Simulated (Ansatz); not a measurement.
A user runs Ansatz (a program for electronic structure) on SrCd₂Sb₂ (P-3m1, 5 atoms in the cell) and asks whether the run is sound. The aim is a self-consistent single point with DFT, PBEsol, plane waves, default PAW files made with PBE.

Input as run:

Ansatz 0.2 input:
```yaml
# Sr(CdSb)2
crystal:
  lattice:
    - [4.70900000, 0.00000000, 0.00000000]
    - [-2.35450000, 4.07811400, 0.00000000]
    - [0.00000000, 0.00000000, 7.82200000]
  atoms:
    - { symbol: Sr, position_ang: [0.00000000, 0.00000000, 0.00000000] }
    - { symbol: Cd, position_ang: [-0.00000235, 2.71874403, 4.93411760] }
    - { symbol: Cd, position_ang: [2.35450235, 1.35936997, 2.88788240] }
    - { symbol: Sb, position_ang: [-0.00000235, 2.71874403, 1.96175760] }
    - { symbol: Sb, position_ang: [2.35450235, 1.35936997, 5.86024240] }
basis:
  ecutwfc: 145.0
kpoints:
  mp_grid:
    grid: [8, 8, 5]
hamiltonian:
  xc: pbesol
  pseudopotentials:
    kind: paw
scf:
  occupations:
    method: methfessel_paxton
    width: 0.1
output:
  forces: true
  eigenvalues: true
  stress: true
```

Log, with long lists cut:

```
   [... lines left out ...]
Bands: 48, of which v1, the nominal top of the filled ones, is band 40 counted from 1 (39 counted from 0)
Symmetry: 12 space group operations
Space group: P-3m1 (ITA 164), of the structure as read, at distance tolerance 5.3e-5 Å
k-points: 40 of 320
PAW frozen core: Sr, regenerated for the run's functional, and the local potential with it
PAW frozen core: Cd, regenerated for the run's functional, and the local potential with it
PAW frozen core: Sb, regenerated for the run's functional, and the local potential with it
Initial density: superposition of atomic densities (neutral atoms: chi_scale 0, normalization atom), corrected by the library's trained network
Initial wavefunctions: pseudopotential atomic-orbital guess
Eigensolver: davidson
Functional: x = pbesol(κ = 0.804, μ = 0.12345679012345678), c = pbesol(β = 0.046)
SCF iter   1: F=—  HF=-32389.054587 eV  |F-HF|=—  |Δ(HF+E_count)|=         —  Δρ=4.28e-1  dr2=1.63e2  ethr=1.77e-3  ⟨swp⟩=7.5  Hψ=7695  notcnv=0
all-band conjugate gradients solve this SCF's bands
preconditioner: auto → Resta (q_TF=auto, 2.456 Å⁻¹)
SCF iter   2: F=—  HF=-32309.804839 eV  |F-HF|=—  |Δ(HF+E_count)|=    7.92e1  S|Δr|=    0.00e0  Δρ=1.72e-1  dr2=2.11e1  ethr=1.77e-3  ⟨swp⟩=4.0  Hψ=5655  notcnv=0  defer=108
   [... lines left out ...]
SCF iter   7: F=—  HF=-32297.078597 eV  |F-HF|=—  |Δ(HF+E_count)|=   1.42e-3  S|Δr|=    0.00e0  Δρ=5.74e-5  dr2=1.01e-5  ethr=1.06e-7  ⟨swp⟩=2.1  Hψ=3227  notcnv=0  defer=113
SCF iter   8: F=—  HF=-32297.078598 eV  |F-HF|=—  |Δ(HF+E_count)|=   6.27e-7  S|Δr|=    0.00e0  Δρ=1.84e-5  dr2=7.13e-7  ethr=1.26e-8  ⟨swp⟩=3.0  Hψ=3064  notcnv=0  defer=113
SCF iter   9: F=-32297.078598 eV  HF=-32297.078598 eV  |F-HF|=1.11e-9  |Δ(HF+E_count)|=   6.05e-8  S|Δr|=    0.00e0  Δρ=2.98e-6  dr2=2.22e-8  ethr=1.25e-10  ⟨swp⟩=10.8  Hψ=7949  notcnv=0
SCF 1 converged in 9 iterations: F = -32297.078598 eV  dr2 = 2.22e-8
Stability not checked (fill_not_monotonic)
Free energy (F): -32297.078598 eV
Internal energy: -32297.079136 eV  (E = F + TS)
E sigma→0 (E₀):  -32297.078733 eV
Entropy (-TS):   0.000538 eV (0.108 meV/atom)
Fermi energy:    9.488060 eV
--- Forces (eV/Å), atoms counted from 1 ---
  atom   1  Sr    -0.00000000    -0.00000000     0.00000000
  atom   2  Cd     0.00000000    -0.00000000    -0.13105183
  atom   3  Cd     0.00000000     0.00000000     0.13105183
  atom   4  Sb     0.00000000    -0.00000000     0.31974612
  atom   5  Sb    -0.00000000     0.00000000    -0.31974612
--- Stress (GPa, compression-positive) ---
       -2.304680       0.000000      -0.000000
        0.000000      -2.304680       0.000000
       -0.000000       0.000000      -5.910301
  P = ⅓ Tr σ = -3.5066 GPa (-35.066 kbar)
  The stress holds the Pulay correction. Without it, at fixed plane waves, as pw.x and ABINIT print it: P = -1407.5755 GPa
```

**Question.** Is this run sound? If not, what is wrong?

**Answer.** The run is not sound. The fault is a basis or grid far too coarse for these potentials. Far below the cutoff that the potentials were made for, the basis cannot represent the orbitals near the nuclei, and energies, forces and above all the stress go wrong. To fix it, restore the cutoff that the potentials need and check convergence. The run converged in 9 iterations without an error; against the sound input the free energy goes up by 76.4 eV/atom, the pressure goes from -0.57 to -3.51 GPa and the largest force goes from 0.003 to 0.320 eV/Å. At a fixed set of plane waves, without the program's Pulay estimate, the pressure is -1407.58 GPa against -0.59 GPa.

An input that runs soundly differs in these lines (not the only fix; some lines may just follow from the change or write a value another way):
```diff
-  ecutwfc: 145.0
+  ecutwfc: 30.9 Ry
-    width: 0.1
+    width: 0.0073 Ry
```

With that input, the run converged in 8 iterations: free energy E − TS (on the zero of these files) -32679.0384 eV; Fermi level (on the code's own zero) 9.68 eV; pressure -0.57 GPa; largest force (vector length) 0.003 eV/Å (DFT, PBEsol, plane waves, default PAW files made with PBE).

On the sound input: the starting cell comes from a database of published, mostly measured structures (it also holds non-ambient and calculated ones), without a prior relaxation at this level. Spin-orbit coupling is off. Ansatz's pressure includes its estimate of the finite-basis (Pulay) stress. The run gives no clean gap (levels at the Fermi energy touch, overlap or are partly filled at this smearing), which alone does not show that the compound is a metal.
